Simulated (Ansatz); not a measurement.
Input and output of a relaxation of the atoms for ScGe (Cm, 4 atoms in the cell) (Ansatz, a quantum-chemistry and plane-wave program).

Computed with LDA (PW92), default PAW files made with PBE (plane waves; Ansatz).

The change in words: one atom moved by 0.15 angstrom; relax: default → atoms; relax.f_tol: default → 0.05 eV/Å. Reference geometry:
```
ScGe
1.0
    2.01086    -5.06599     0.00000
    2.01086     5.06599     0.00000
    0.00000     0.00000     3.78627
Sc Ge
2 2
Cartesian
  2.01086  -3.67801   2.83971
  2.01086   3.67801   0.94657
  2.01086  -0.90691   2.83971
  2.01086   0.90691   0.94657
```

Reference input (self-consistent single point, DFT, LDA (PW92), plane waves, default PAW files made with PBE): basis.ecutwfc = 420 eV; kpoints.mp_grid.grid = 8 8 8; hamiltonian.xc = lda; hamiltonian.pseudopotentials = {kind: paw} (the program's default PAW files); scf.occupations.method = gaussian; scf.occupations.width = 0.1 eV. This run's input differs from it in these lines:

```diff
@@ -6,3 +6,3 @@
   atoms:
-    - { symbol: Sc, position_ang: [2.010860, -3.678009, 2.839706] }
+    - { symbol: Sc, position_ang: [2.010860, -3.678009, 2.989707] }
     - { symbol: Sc, position_ang: [2.010860, 3.678009, 0.946569] }
@@ -19,2 +19,4 @@
   occupations: { method: gaussian, width: 0.1 }
+relax:
+  f_tol: 0.05
 output:
```

Output, abridged:

```
   [... SCF lines of the steps left out ...]
relax step   1: F+E_penalty+E_count = -12613.06690268 eV  Δ(F+E_penalty+E_count) = +0.000e0 eV  max|allowed force component| = 8.666e-1 eV/Å  Δτ_max = 0.0000 Å  (6 SCF iters, dr2 threshold 6.25e-5 eV, accepted)
relax step   2: F+E_penalty+E_count = -12613.10012338 eV  Δ(F+E_penalty+E_count) = -3.322e-2 eV  max|allowed force component| = 5.630e-1 eV/Å  Δτ_max = 0.1955 Å  (6 SCF iters, dr2 threshold 4.69e-5 eV, accepted)
relax step   3: F+E_penalty+E_count = -12613.13310302 eV  Δ(F+E_penalty+E_count) = -3.298e-2 eV  max|allowed force component| = 1.611e-2 eV/Å  Δτ_max = 0.0800 Å  (5 SCF iters, dr2 threshold 1.98e-5 eV, accepted)
relax step   4: F+E_penalty+E_count = -12613.13310649 eV  Δ(F+E_penalty+E_count) = -3.475e-6 eV  max|allowed force component| = 1.609e-2 eV/Å  Δτ_max = 0.0000 Å  (4 SCF iters, accepted)
the relaxation is at rest under the 2 symmetry operations that the run kept from its start: a minimum is not shown …
Stability not checked: this state was not tested for a lower state beside it, because too few of the mixer's solves of this state at the end of the SCF gave a …
Free energy (F): -12613.133106 eV
Internal energy: -12613.121285 eV  (E = F + TS)
E sigma→0 (E₀):  -12613.127196 eV
Entropy (-TS):   -0.011822 eV (-2.955 meV/atom)
Fermi energy:    11.188596 eV
--- Forces (eV/Å), atoms counted from 1 ---
  atom   1  Sc     0.00000000    -0.00116652     0.01608978
   [... lines left out ...]
  atoms:
    - { symbol: Sc, position: [0.864458483121715, 0.1355415168782848, 0.7592363523930097] }
    - { symbol: Sc, position: [0.13556839418806477, 0.8644316058119351, 0.2603413561113441] }
    - { symbol: Ge, position: [0.5901413153634484, 0.4098586846365515, 0.7602435942514536] }
    - { symbol: Ge, position: [0.4098318073267715, 0.5901681926732284, 0.25979573509801945] }
```

The run converged. 

Summary of the result:
- Free energy E − TS (on the zero of these files) = -12613.1331 eV
- Fermi level (on the code's own zero) = 11.19 eV
- Pressure = -6.34 GPa
- Largest force (vector length) = 0.016 eV/Å
- Relaxation steps = 4

The starting cell comes from a database of computed structures (which also holds hypothetical and non-ambient phases and stackings), without a prior relaxation at this level. Its lattice was rescaled by up to half a per cent. For this run, on top of that: one atom moved by 0.15 angstrom. Ansatz's pressure includes its estimate of the finite-basis (Pulay) stress.

Cost on one core of a shared machine: roughly 2 min.

Keys are those of Ansatz 0.2.
